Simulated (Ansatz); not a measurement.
The starting structures come from a database of crystals and need not be the phases stable at ambient conditions.

The decay constant κ of evanescent states in the gap governs leakage through a thin film.

Given:

```
CELL_PARAMETERS angstrom
      6.12359     0.00000     0.00000
     -0.70909     6.08240     0.00000
      0.88933     0.99903     7.46190
ATOMIC_POSITIONS crystal
  Cd 0.35337 0.64919 0.57697
  Cd 0.64919 0.35337 0.07697
  Cd 0.84810 0.14292 0.50798
  Cd 0.14292 0.84810 0.00798
  P  0.55271 0.94333 0.04308
  P  0.94333 0.55271 0.54308
  P  0.58889 0.68091 0.25669
  P  0.68091 0.58889 0.75669
  P  0.90773 0.81501 0.32923
  P  0.81501 0.90773 0.82923
  Br 0.37352 0.12234 0.54605
  Br 0.12234 0.37352 0.04605
```

Space group of this cell: Cc. The cell is taken as given.

Transport runs along the normal of the first two printed cell vectors.

The gap is the functional's own, uncorrected, and κ follows it; spin-orbit coupling is left out. Mid-gap values are interpolated between the computed energies.

State the band gap and the smallest decay constant κ at mid-gap according to Ansatz (a quantum-chemistry and plane-wave program) with r2SCAN.

Gap 1.50 eV on a 6×6×4 mesh; κ = 0.194 1/Å, at (0.167, 0.167) of the in-plane reciprocal vectors. At the zone centre, at the nearest computed energy, the slowest state has κ = 0.21 1/Å.
